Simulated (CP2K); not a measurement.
Input and output of a self-consistent single point for ZnBi₃ (Pm-3m, 4 atoms in the cell) (CP2K).

Level of theory: PBEsol, GPW, DZVP-MOLOPT-SR-GTH basis, GTH-PBE potentials (GTH_POTENTIALS) run with CP2K.

The change in words: lattice scaled by 1.015; CUTOFF: 600 Ry → 360 Ry. Reference geometry:
```yaml
crystal:
  lattice:
    - [4.87316, 0.00000, 0.00000]
    - [0.00000, 4.87316, 0.00000]
    - [0.00000, 0.00000, 4.87316]
  atoms:
    - { symbol: Zn, position: [0.00000, 0.00000, 0.00000] }
    - { symbol: Bi, position: [0.00000, 0.50000, 0.50000] }
    - { symbol: Bi, position: [0.50000, 0.00000, 0.50000] }
    - { symbol: Bi, position: [0.50000, 0.50000, 0.00000] }
```

Reference input (self-consistent single point, DFT PBEsol, GPW, DZVP-MOLOPT-SR-GTH basis, GTH-PBE potentials (GTH_POTENTIALS)): CUTOFF = 600 Ry; REL_CUTOFF = 50 Ry; SMEAR/METHOD = FERMI_DIRAC; ELECTRONIC_TEMPERATURE = 580.23 K; KPOINTS/SCHEME = MONKHORST-PACK 7 7 7; XC_FUNCTIONAL = PBE:PBESOL; Zn/BASIS_SET = DZVP-MOLOPT-SR-GTH-q12; Zn/POTENTIAL = GTH-PBE-q12; Bi/BASIS_SET = DZVP-MOLOPT-SR-GTH-q5; Bi/POTENTIAL = GTH-PBE-q5; METHOD = GPW; EPS_DEFAULT = 1e-10. This run's input differs from it in these lines:

```diff
@@ -16,3 +16,3 @@
     &MGRID
-      CUTOFF 600
+      CUTOFF 360
       REL_CUTOFF 50
@@ -66,5 +66,5 @@
     &CELL
-      A 4.87316000 0.00000000 0.00000000
-      B 0.00000000 4.87316000 0.00000000
-      C 0.00000000 0.00000000 4.87316000
+      A 4.94625700 0.00000000 0.00000000
+      B 0.00000000 4.94625700 0.00000000
+      C 0.00000000 0.00000000 4.94625700
       PERIODIC XYZ
```

Output, abridged:

```
 SCF WAVEFUNCTION OPTIMIZATION

  Step     Update method      Time    Convergence         Total energy    Change
     1 NoMix/Diag. 0.20E+00      -     0.86111242       -77.0752932788 -7.71E+01
     2 Broy./Diag. 0.20E+00      -     0.02241954       -77.4875055455 -4.12E-01
     3 Broy./Diag. 0.20E+00      -     0.07637567       -77.2626055135  2.25E-01
     4 Broy./Diag. 0.20E+00      -     0.04922263       -76.9961725879  2.66E-01
     5 Broy./Diag. 0.20E+00      -     0.00406298       -76.9574989404  3.87E-02
     6 Broy./Diag. 0.20E+00      -     0.00537794       -76.9607093714 -3.21E-03
   [... 10 lines left out ...]
    17 Broy./Diag. 0.20E+00      -     0.00000148       -76.9321045119  4.31E-06
    18 Broy./Diag. 0.20E+00      -     0.00000089       -76.9321020116  2.50E-06
    19 Broy./Diag. 0.20E+00      -     0.00000044       -76.9321010120  1.00E-06
    20 Broy./Diag. 0.20E+00      -     0.00000008       -76.9321013677 -3.56E-07
  *** SCF run converged in    20 steps ***

  Overlap energy of the core charge distribution:               0.00000000000052
  Self energy of the core charge distribution:               -114.62072288021750
  Core Hamiltonian energy:                                     32.02839891203376
  Hartree energy:                                              18.44013522579983
  Exchange-correlation energy:                                -12.77916843600181
  Electronic entropic energy:                                  -0.00074418924471
  Fermi energy:                                                 0.16639928686643

  Total energy:                                               -76.93210136769260
  Total energy (extrapolated to T->0):                        -76.93172927307025

                     Mulliken Population Analysis

   [... lines left out ...]

 STRESS| Analytical stress tensor [bar]
 STRESS|                        x                   y                   z
 STRESS|      x       -2.43101331361E+04   7.86806459389E-04   7.86807956903E-04
 STRESS|      y        7.86806459389E-04  -2.43100924554E+04   7.86807098632E-04
 STRESS|      z        7.86807956903E-04   7.86807098632E-04  -2.43101026484E+04
 STRESS| 1/3 Trace                                            -2.43101094133E+04
```

The run converged in 20 iterations. Against the reference run the free energy rises by 9.2 meV/atom and the pressure goes from -0.54 to -2.43 GPa.

The starting cell comes from a database of computed structures (which also holds hypothetical and non-ambient phases and stackings), without a prior relaxation at this level. For this run, on top of that: lattice scaled by 1.015. Values carry the incompleteness of an atom-centred basis. The potentials were made for another functional than the one used.

Cost on one core of a shared machine: roughly 50 s.
